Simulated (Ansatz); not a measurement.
We consider BeS (model structure, within 0.1 Å of P6₃/mmc, No. 194, 8 atoms in the cell), described by r²SCAN (Ansatz, a quantum-chemistry and plane-wave program, plane waves, PAW).

Settings: plane-wave cutoff 560 eV, 6×18×16 k mesh (along the axes of the cell as run), Fermi–Dirac smearing 0.05 eV, scalar-relativistic PAW data made under PBE.

Cell (relaxed at this level):

Space group P6₃/mmc (No. 194); a = b = 3.462 Å, c = 7.002 Å, α = β = 90.00°, γ = 120.00°

| atom | site | symmetry | x | y | z |
|---|---|---|---|---|---|
| Be | 2c | -6m2 | 0.3333 | 0.6667 | 0.2500 |
| S | 2d | -6m2 | 0.6667 | 0.3333 | 0.2500 |
(The calculation used a cell of 8 atoms; values per cell refer to that cell.)

Task: Predict the band gap and direct gap at Γ.

Result: 
band gap: 4.39 eV (on the SCF k mesh)
direct gap at Γ: 4.81 eV

Note: the cell has widely spaced layers and the level no dispersion term, so their spacing and the moduli can rest on weak binding.

The computed numbers hold no vibrational or temperature effects.

It cost around 80 core-minutes (rough) of CPU time.

A model structure was made by putting elements into a prototype or built by hand; it is no filed structure, need not be a known phase, and can be a saddle point held by its symmetry.
